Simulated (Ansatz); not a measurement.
# Al2O3, response to strain and stress

Take Al2O3 in the corundum structure (space group R-3c, No. 167) as the base.

```
Al2O3
1.0
    2.37887     1.37344     4.33076
   -2.37887     1.37344     4.33076
    0.00000    -2.74688     4.33076
Al O
4 6
Direct
  0.35184   0.35184   0.35184
  0.14816   0.14816   0.14816
  0.64816   0.64816   0.64816
  0.85184   0.85184   0.85184
  0.55632   0.94368   0.25000
  0.25000   0.55632   0.94368
  0.94368   0.25000   0.55632
  0.44368   0.05632   0.75000
  0.75000   0.44368   0.05632
  0.05632   0.75000   0.44368
```

Cartesian axes are those of the cell as printed.

Strains are applied to the cell and any free atomic positions relax; under biaxial strain the out-of-plane vector relaxes too; under stress the whole cell relaxes.

Level of theory: Ansatz (an electronic-structure program) r2SCAN, spin-orbit coupling left out, earlier PAW set.

Candidates:
(a) uniaxial stress, 2 GPa compression along z
(b) biaxial strain −2.52 %, plane normal [001], relaxed out of plane
(c) uniaxial stress, 8 GPa tension along z
(d) biaxial strain +2.20 %, plane normal [001], relaxed out of plane

Before the change:

```
Quantity   Result
--------  -------
Band gap  7.15 eV
```

Problem. Order them by band gap, lowest first.

Solution. (d) biaxial strain +2.20 %, plane normal [001], relaxed out of plane (6.45 eV), (c) uniaxial stress, 8 GPa tension along z (7.00 eV), (a) uniaxial stress, 2 GPa compression along z (7.14 eV), (b) biaxial strain −2.52 %, plane normal [001], relaxed out of plane (7.64 eV)

Stability under load was not tested beyond the relaxation.
